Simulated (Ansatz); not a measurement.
Pair distribution function (Mo-S) of MoS2 (2H layers), cell Mo32S64, with the crystal as the starting point [in the run: it stayed crystalline; mean temperature 1370 K (target 1380 K); density 4.85 g/cm³, volume +3 % from the start crystal's; mean pressure -0.4 GPa against a target of 0; under uneven stress (diagonal components 1.4 GPa apart); Γ point only, which a denser mesh shifts by -0.3 GPa in pressure and 0.04 eV/Å in forces], from MD at 1370 K. These are PBE + D3(BJ) (plane waves, PAW; Ansatz, a first-principles code) values and carry that method's errors. Volume per atom 18.26 Å³, mean pressure -0.4 GPa. 

(r (Å), g(r)): (1.54, 0.00); (1.58, 0.00); (1.62, 0.00); (1.66, 0.00); (1.70, 0.00); (1.74, 0.00); (1.78, 0.00); (1.82, 0.00); (1.86, 0.00); (1.90, 0.00); (1.94, 0.00); (1.98, 0.00); (2.02, 0.00); (2.06, 0.00); (2.10, 0.02); (2.14, 0.09); (2.18, 0.46); (2.22, 1.37); (2.26, 2.87); (2.30, 4.79); (2.34, 6.85); (2.38, 8.08); (2.42, 7.92); (2.46, 7.08); (2.50, 5.71); (2.54, 4.08); (2.58, 2.71); (2.62, 1.68); (2.66, 0.97); (2.70, 0.50); (2.74, 0.23); (2.78, 0.11); (2.82, 0.04); (2.86, 0.01); (2.90, 0.00); (2.94, 0.00); (2.98, 0.00); (3.02, 0.00); (3.06, 0.00); (3.10, 0.00); (3.14, 0.00); (3.18, 0.00); (3.22, 0.00); (3.26, 0.00); (3.30, 0.00); (3.34, 0.00); (3.38, 0.00); (3.42, 0.00); (3.46, 0.00); (3.50, 0.01); (3.54, 0.03); (3.58, 0.08); (3.62, 0.12); (3.66, 0.23); (3.70, 0.35); (3.74, 0.60); (3.78, 0.77); (3.82, 1.06); (3.86, 1.38); (3.90, 1.58); (3.94, 1.81); (3.98, 1.94); (4.02, 1.93); (4.06, 1.84); (4.10, 1.72); (4.14, 1.44); (4.18, 1.11); (4.22, 0.82); (4.26, 0.60); (4.30, 0.47); (4.34, 0.35); (4.38, 0.26); (4.42, 0.28); (4.46, 0.32); (4.50, 0.36); (4.54, 0.42); (4.58, 0.49); (4.62, 0.57); (4.66, 0.53); (4.70, 0.51); (4.74, 0.56); (4.78, 0.60); (4.82, 0.72); (4.86, 0.91); (4.90, 1.18); (4.94, 1.51); (4.98, 1.80); (5.02, 2.08); (5.06, 2.31); (5.10, 2.45)

Read off where the first shell ends and the number of neighbours in it.

g is nil from 2.9 to 3.5 Å, so any cut there serves; 6.0 S round each Mo and 3.0 Mo round each S in the shell, from n = 4πρ∫r²g(r)dr.
